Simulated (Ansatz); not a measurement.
The reference is BaCd₂P₂ (space group P-3m1, No. 164; a = 4.3682 Å, c = 7.4677 Å; a cell from a computed database, its experimental status unchecked). Axes: x lies along a and z along c of the hexagonal cell.

One thing is altered: uniaxial stress, 8 GPa tension along z; all other stress components relax to zero.

Levels (all Ansatz, a first-principles code, PAW): PBEsol (420 eV, no spin-orbit coupling); r2SCAN (500 eV, spin-orbit coupling left out).

The geometry is relaxed with PBEsol.

- PBEsol band gap = 0.15 eV
- PBEsol pressure = -26.7 kbar
- PBEsol gap character = direct at Γ

With r2SCAN at the same geometry, the band gap goes up by 0.46 eV (0.15 eV → 0.61 eV); the pressure rises by 20.2 kbar, from -26.7 kbar to -6.5 kbar; the gap character is still direct at Γ.

Single points use the geometry relaxed with PBEsol. Their cutoffs differ, which shifts pressures a little. Load acts through the strain it causes; cell and atoms are relaxed under it. Beyond what the load breaks, stability against distortions was not tested. The zero or small gap of BaCd2P2 under uniaxial stress, 8 GPa tension along z can change with the level of theory.
